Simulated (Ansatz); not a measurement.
# Electron-phonon data for Ni$_{2}$P (P-62m)

Given:

```yaml
crystal:
  lattice:
    - [5.80139, 0.00000, 0.00000]
    - [-2.90069, 5.02415, 0.00000]
    - [0.00000, 0.00000, 3.32173]
  atoms:
    - { symbol: Ni, position: [0.59998, 0.00000, 0.50000] }
    - { symbol: Ni, position: [0.40002, 0.40002, 0.50000] }
    - { symbol: Ni, position: [0.00000, 0.59998, 0.50000] }
    - { symbol: Ni, position: [0.74076, 0.74076, 0.00000] }
    - { symbol: Ni, position: [0.00000, 0.25924, 0.00000] }
    - { symbol: Ni, position: [0.25924, 0.00000, 0.00000] }
    - { symbol: P, position: [0.33333, 0.66667, 0.00000] }
    - { symbol: P, position: [0.66667, 0.33333, 0.00000] }
    - { symbol: P, position: [0.00000, 0.00000, 0.50000] }
```

The numbers are results of PBEsol, DFPT electron-phonon coupling, linearised Boltzmann equation (plane waves, PAW, scalar-relativistic; Ansatz, a quantum-chemistry and plane-wave program), not measurements. How the cell was made: relaxed with this functional, without spin-orbit coupling.

```
Property                                                                                                   Value
----------------------------------------------------------------------------------  ----------------------------
resistivity at 300 K                                                                37 (x), 37 (y), 39 (z) μΩ·cm
electron mean free path at 300 K (weighted by the current that each state carries)                        3.8 nm
electron-phonon coupling λ                                                                                  0.43
transport coupling λ_tr                                                             0.51 (x), 0.51 (y), 0.49 (z)
logarithmic mean phonon energy                                                                          14.8 meV
density of states at the Fermi level                                                   3.1 states/(eV·spin·cell)
Drude plasma energy                                                                 3.9 (x), 3.9 (y), 3.8 (z) eV
Tc for μ* = 0.10 (anisotropic Eliashberg)                                                                 1.09 K
Tc for μ* = 0.13 (anisotropic Eliashberg)                                                              below 1 K
```

A metal at this level (no band gap). Only scattering by harmonic phonons is included (no impurities, grain boundaries, electron-electron scattering or thermal expansion). Spin-orbit coupling is left out. Halving the electron mesh (16x16x24) moves the resistivity by up to 2 % at 300 K, the mean free path by up to 4 %, the coupling by up to 1 %. Smearing 0.20 eV; phonons on a 3x3x4 q mesh, which this run doesn't test and which matters most at low temperature. Tc comes from the anisotropic Migdal-Eliashberg equations with μ*, a chosen number, referred to 21 meV.

Formula and space group known from diffraction (Crystallography Open Database), not checked to be the room-temperature form: Ni2P (P-62m). Treated as nonmagnetic (a ferromagnetic start lost its moment, other orders weren't tried): Ni2P (P-62m).
